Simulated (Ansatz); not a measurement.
# C: response to strain

Take C in the diamond structure (space group Fd-3m, No. 227) as the base.

```
C
1.0
    0.00000     1.78014     1.78014
    1.78014     0.00000     1.78014
    1.78014     1.78014     0.00000
C
2
Direct
  0.00000   0.00000   0.00000
  0.25000   0.25000   0.25000
```

Cartesian axes are those of the cell as printed.

Strains are applied to the cell and any free atomic positions relax.

Computed with r2SCAN, PAW, 500 eV (Ansatz, an electronic-structure program; no spin-orbit coupling).

Candidates:
(a) tensor shear ε_xy = +0.57 %
(b) tensor shear ε_xy = +0.86 %
(c) tensor shear ε_xy = +2.00 %
(d) tensor shear ε_xy = +1.71 %
(e) tensor shear ε_xy = +1.14 %

For the base:

- Band gap: 4.36 eV

Q: Order them by band gap, highest first.

A: (a) tensor shear ε_xy = +0.57 % (4.34 eV), (b) tensor shear ε_xy = +0.86 % (4.31 eV), (e) tensor shear ε_xy = +1.14 % (4.28 eV), (d) tensor shear ε_xy = +1.71 % (4.19 eV), (c) tensor shear ε_xy = +2.00 % (4.13 eV)

Whether these cells are dynamically stable was not tested.
